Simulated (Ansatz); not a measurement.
**Work function of Rh(111) slab by several functionals**

All runs by Ansatz (plane waves, PAW, no spin-orbit coupling): 7 layers on the in-plane lattice of PBE, ions relaxed at each level.

| level | work function (eV) | rough cost against PBE (one kind of shared host) |
|---|---|---|
| LDA | 5.50 | within a factor of 2 |
| PBE | [?] | 1 |
| PBEsol | [?] | within a factor of 2 |
| r2SCAN | 5.11 | about 2 times |

Question: Some entries are withheld; supply them.

Answer: 
- PBE, work function (eV): 5.14
- PBEsol, work function (eV): 5.26

Question: Which level lies nearest to measurement, and on which side does PBE miss?

Answer: Measured (this face): 5.46 eV (measured; Abhirup Patra, Jefferson E. Bates, Jianwei Sun et al., Proceedings of the National Academy of Sciences (2017), arXiv:1702.08515). Misses: LDA +0.04, PBE -0.32, PBEsol -0.20, r2SCAN -0.35 eV. Nearest is LDA, though measured values of one face scatter by 0.1 eV or more.

Ansatz is an electronic-structure program.
